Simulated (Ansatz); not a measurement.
Levels about the gap of amorphous Zr20O43Ga2 (65 atoms in a cell of 824 Å³, 5.34 g/cm³; zone centre alone, so wide bands show as single levels with stretches between that a denser mesh fills), at the geometry that PBE relaxed, where it gives 0.0 GPa on a denser mesh. The participation number counts the atoms over which a state spreads; weights are charges in smoothed Voronoi cells. The levels come from a single point, so bond lengths are those of that geometry. Method of the levels: PBE, scalar-relativistic without spin-orbit coupling (Ansatz, a first-principles code). Sampling: the zone centre alone; Fermi-Dirac width 0.02 eV; no spin polarisation. At PBE the levels at the filled edge of the gap are localised (band-tail or defect states), and the nearest spread-out levels lie 3.6 eV apart at the zone centre.

Preparation: random packing, a CHGNet melt and quench, and a DFT relaxation. O atoms were pushed apart under 1.9 Å during the dynamics, to hinder bonds among them. The hot cell started wider than the set density and was brought back towards it in steps. It is the lowest in DFT energy of 2 quenches. It is a model cell: composition and starting density were chosen by hand, and all elements were melted together. No dispersion term was used. Its density started from a set value of 5.29 and ended at 5.34 g/cm³. The simulated quench (nominally 300 K/ps over its main leg) is rapid and tends to freeze in more defects than a deposited or slowly cooled glass has. Values belong to this one cell and scatter from quench to quench. Volume and shape were free in the relaxation.

```json
[
 {"E - E(highest filled), eV": "-0.50", "filling": "filled", "participation number": "15.2", "largest on": "O, 3 neighbours", "weight O": "0.94", "weight Zr": "0.06", "weight Ga": "0.00"},
 {"E - E(highest filled), eV": "-0.45", "filling": "filled", "participation number": "27.4", "largest on": "O, 4 neighbours", "weight O": "0.94", "weight Zr": "0.06", "weight Ga": "0.00"},
 {"E - E(highest filled), eV": "-0.37", "filling": "filled", "participation number": "17.5", "largest on": "O, 3 neighbours", "weight O": "0.94", "weight Zr": "0.06", "weight Ga": "0.00"},
 {"E - E(highest filled), eV": "-0.34", "filling": "filled", "participation number": "23.6", "largest on": "O, 3 neighbours", "weight O": "0.94", "weight Zr": "0.06", "weight Ga": "0.00"},
 {"E - E(highest filled), eV": "-0.30", "filling": "filled", "participation number": "11.9", "largest on": "O, 2 neighbours", "weight O": "0.94", "weight Zr": "0.05", "weight Ga": "0.00"},
 {"E - E(highest filled), eV": "-0.18", "filling": "filled", "participation number": "8.9", "largest on": "O, 2 neighbours", "weight O": "0.95", "weight Zr": "0.05", "weight Ga": "0.00"},
 {"E - E(highest filled), eV": "0.00", "filling": "filled", "participation number": "6.5", "largest on": "O, 2 neighbours", "weight O": "0.95", "weight Zr": "0.05", "weight Ga": "0.00"},
 {"E - E(highest filled), eV": "3.26", "filling": "empty", "participation number": "15.1", "largest on": "Zr, 6 neighbours", "weight O": "0.37", "weight Zr": "0.62", "weight Ga": "0.01"},
 {"E - E(highest filled), eV": "3.62", "filling": "empty", "participation number": "16.8", "largest on": "Zr, 6 neighbours", "weight O": "0.34", "weight Zr": "0.64", "weight Ga": "0.02"},
 {"E - E(highest filled), eV": "3.70", "filling": "empty", "participation number": "26.5", "largest on": "Zr, 7 neighbours", "weight O": "0.36", "weight Zr": "0.64", "weight Ga": "0.00"},
 {"E - E(highest filled), eV": "3.80", "filling": "empty", "participation number": "28.5", "largest on": "Zr, 6 neighbours", "weight O": "0.38", "weight Zr": "0.56", "weight Ga": "0.05"},
 {"E - E(highest filled), eV": "3.82", "filling": "empty", "participation number": "27.3", "largest on": "Zr, 6 neighbours", "weight O": "0.36", "weight Zr": "0.63", "weight Ga": "0.01"},
 {"E - E(highest filled), eV": "3.84", "filling": "empty", "participation number": "31.7", "largest on": "Zr, 6 neighbours", "weight O": "0.34", "weight Zr": "0.64", "weight Ga": "0.02"},
 {"E - E(highest filled), eV": "3.95", "filling": "empty", "participation number": "23.2", "largest on": "Zr, 6 neighbours", "weight O": "0.36", "weight Zr": "0.62", "weight Ga": "0.02"}
]
```

Most localised among these is the filled level at +0.00 eV, on a O atom, which has 2 neighbours (Zr 1.95 Å, Zr 2.02 Å).
